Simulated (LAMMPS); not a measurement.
Quenches at 1e+12 K/s across the composition of Ni (fcc) with a share x of Ni sites Pt; each row starts from its own melt temperature.

Level of theory: classical MD, pair style eam, the elements' _u3.eam files (universal-3 set of Foiles, Baskes and Daw) (LAMMPS).

```
x                     density  state
----  -----------------------  -----
0.25  12.4 g/cm³ (one sample)  glass
0.5   15.8 g/cm³ (one sample)  glass
0.75  18.7 g/cm³ (one sample)  glass
```
